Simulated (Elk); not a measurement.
Worked example: self-consistent single point of Fe₂Si (I4/mmm, 3 atoms in the cell) in Elk

Method: LDA (PW92), all-electron FP-LAPW, Elk's shipped species files, default APW+lo basis in Elk.

The input file:

```
tasks
  0

xctype
  3

spinpol
  .true.

reducebf
  0.7

rgkmax
  7.0

nempty
  12

stype
  3

swidth
  0.00499791

scale
  1.889726125

avec
   -1.3341450000    1.3341450000    4.4084900000
    1.3341450000   -1.3341450000    4.4084900000
    1.3341450000    1.3341450000   -4.4084900000

atoms
  2   : nspecies
  'Fe.in'   : spfname
  2   : natoms; atposl, bfcmt below
  0.3396300000  0.3396300000  0.0000000000    0.0 0.0 -1.0
  0.6603700000  0.6603700000  0.0000000000    0.0 0.0 -1.0
  'Si.in'   : spfname
  1   : natoms; atposl, bfcmt below
  0.0000000000  0.0000000000  0.0000000000    0.0 0.0 0.0

ngridk
  9 9 9
```

The program printed (abridged):

```
│ Elk code version 10.2.4 │

All units are atomic (Hartree, Bohr, etc.)

│ Ground-state run starting from atomic densities │

Lattice vectors :
  -2.521168661       2.521168661       8.330838725
   2.521168661      -2.521168661       8.330838725
   2.521168661       2.521168661      -8.330838725

Unit cell volume      :    211.8129547
Brillouin zone volume :    1.171081409

Muffin-tin inner radius fraction :   0.1000000000E-01

Nuclei treated as point charges

Species :    1 (Fe)
 parameters loaded from : Fe.in
 name : iron
 nuclear charge    :   -26.00000000
 electronic charge :    26.00000000
 atomic mass :    101799.2074
 muffin-tin radius :    2.252029762
 number of radial points in muffin-tin :    497
 atomic positions (lattice), magnetic fields (Cartesian) :
   1 :   0.33963000  0.33963000  0.00000000    0.00000000  0.00000000 -1.00000000
   2 :  -0.33963000 -0.33963000  0.00000000    0.00000000  0.00000000 -1.00000000

Species :    2 (Si)
 parameters loaded from : Si.in
 name : silicon
 nuclear charge    :   -14.00000000
 electronic charge :    14.00000000
 atomic mass :    51196.73454
 muffin-tin radius :    2.153567204
 number of radial points in muffin-tin :    397
 atomic positions (lattice), magnetic fields (Cartesian) :
   1 :   0.00000000  0.00000000  0.00000000    0.00000000  0.00000000  0.00000000

Total number of atoms per unit cell :    3

Spin treatment :
 spin-polarised
 global magnetic field (Cartesian) :    0.000000000       0.000000000       0.000000000
 collinear magnetisation in z-direction

Number of Bravais lattice symmetries :   16
Number of crystal symmetries         :   16
Crystal has inversion symmetry
Real symmetric eigensolver will be used

k-point grid :      9     9     9
k-point offset :    0.000000000       0.000000000       0.000000000
k-point set is reduced with full crystal symmetry group
Total number of k-points :       75

   [... lines left out ...]
Maximum |G| for potential and density :    12.00000000
 potential will be trimmed for |G| > 2 gkmax
Constant for pseudocharge density :    7
Radial integration step length :    4

G-vector grid sizes :     35    35    35
Number of G-vectors :     6191

Maximum angular momentum used for
 APW functions                      :    8
 outer part of muffin-tin           :    6
 inner part of muffin-tin           :    1

Total nuclear charge    :   -66.00000000
Total core charge       :    30.00000000
Total valence charge    :    36.00000000
Total excess charge     :    0.000000000
Total electronic charge :    66.00000000

Effective Wigner radius, rₛ :   0.9150398147

Number of empty states         :   36
Total number of valence states :  108
Total number of core states    :   30

Total number of local-orbitals :   40

Exchange-correlation functional :      3     0     0
 Perdew-Wang/Ceperley-Alder, Phys. Rev. B 45, 13244 (1992)
 gradient requirement :    0
 local density approximation (LDA)

Smearing type :    3
 Fermi-Dirac
Smearing width :   0.4997910000E-02
Effective electronic temperature (K) :    1578.215154

Mixing type :    3
 Broyden mixing, J. Phys. A: Math. Gen. 17, L317 (1984)

Kohn-Sham potential initialised from atomic data
│ Self-consistent loop started │
│ Loop number : 1 │
 total energy                :     -2834.46214751
 total moment                :    3.588324564
│ Loop number : 2 │
 total energy                :     -2834.46842280
 total moment                :    3.583800080
RMS change in Kohn-Sham potential (target) :   0.1691921232     (  0.1000000000E-05)
Absolute change in total energy (target)   :   0.6275292067E-02 (  0.1000000000E-03)
│ Loop number : 3 │
 total energy                :     -2834.28328917
 total moment                :    3.370092243
RMS change in Kohn-Sham potential (target) :   0.1578922301     (  0.1000000000E-05)
Absolute change in total energy (target)   :   0.1835648060     (  0.1000000000E-03)
│ Loop number : 4 │
 total energy                :     -2831.17506804
 total moment                :    1.893168979
RMS change in Kohn-Sham potential (target) :   0.7890240228E-01 (  0.1000000000E-05)
Absolute change in total energy (target)   :    3.154112328     (  0.1000000000E-03)
│ Loop number : 5 │
 total energy                :     -2831.58485892
   [... lines left out ...]
RMS change in Kohn-Sham potential (target) :   0.4349991206E-05 (  0.1000000000E-05)
Absolute change in total energy (target)   :   0.7248883867E-03 (  0.1000000000E-03)
│ Loop number : 21 │
 total energy                :     -2830.24421594
 total moment                :  -0.2489153354E-02
RMS change in Kohn-Sham potential (target) :   0.2735046106E-05 (  0.1000000000E-05)
Absolute change in total energy (target)   :   0.2682453364E-03 (  0.1000000000E-03)
│ Loop number : 22 │
 total energy                :     -2830.24415894
 total moment                :  -0.1127493430E-02
RMS change in Kohn-Sham potential (target) :   0.1120698967E-05 (  0.1000000000E-05)
Absolute change in total energy (target)   :   0.1006129060E-04 (  0.1000000000E-03)
│ Loop number : 23 │
 total energy                :     -2830.24416390
 total moment                :  -0.1869539994E-02
RMS change in Kohn-Sham potential (target) :   0.4595015856E-06 (  0.1000000000E-05)
Absolute change in total energy (target)   :   0.7472621746E-05 (  0.1000000000E-03)
Convergence targets achieved

│ Loop number : 24 │

Energies :
 Fermi                       :     0.412934712829
 sum of eigenvalues          :     -1620.19167370
 electron kinetic            :      2863.83702947
 core electron kinetic       :      2576.48751348
 Coulomb                     :     -5566.73652254
 Coulomb potential           :     -4315.53518791
 nuclear-nuclear             :     -407.024027643
 electron-nuclear            :     -6003.88980188
 Hartree                     :      844.177306986
 Madelung                    :     -3408.96892858
 xc potential                :     -168.493515240
 xc effective B-field        :    -0.311034510629E-07
 external B-field            :      0.00000000000
 exchange                    :     -121.779792727
 correlation                 :     -5.55436706579
 electron entropic           :    -0.105116792707E-01
 total energy                :     -2830.24416454
 (external B-field energy excluded from total)

Density of states at Fermi energy :    134.2091995
 (states/Hartree/unit cell)

Estimated indirect band gap :   0.9198775194E-04
 from k-point     36 to k-point     11
Estimated direct band gap   :   0.3209926117E-02
 at k-point     75

Charges :
 core                        :    30.00000000
 valence                     :    36.00000000
 interstitial                :    3.546142914
 muffin-tins (core leakage)
  species :    1 (Fe)
   atom    1                 :    25.04838346     (  0.2035704938E-11)
   atom    2                 :    25.04838346     (  0.2035704938E-11)
  species :    2 (Si)
   atom    1                 :    12.35709016     (  0.1788157090E-02)
 total in muffin-tins        :    62.45385709
 total calculated charge     :    65.99472269
 total charge                :    66.00000000
 error                       :   0.5277308283E-02

Moments :
 interstitial                :   0.1995481437E-04
 muffin-tins
  species :    1 (Fe)
   atom    1                 :  -0.8806134063E-03
   atom    2                 :  -0.8806134063E-03
  species :    2 (Si)
   atom    1                 :   0.2317981606E-04
 total in muffin-tins        :  -0.1738046996E-02
 total moment                :  -0.1718092182E-02

│ Self-consistent loop stopped │
```

The run converged in 24 iterations. The count includes the last loop, which Elk runs after its targets are met.

The starting cell comes from a database of computed structures (which also holds hypothetical and non-ambient phases and stackings), without a prior relaxation at this level. Its lattice was rescaled by a random factor within 2.5 % of one. The starting moments vanished: the run ended non-magnetic, which need not be the lowest state. Values depend on the basis (sphere radii, cutoffs, local orbitals), which need not be converged. The log's line on a gap gives a spacing of levels on this mesh, which the program prints for metals too.

Cost on one core of a shared machine: roughly 2 min.
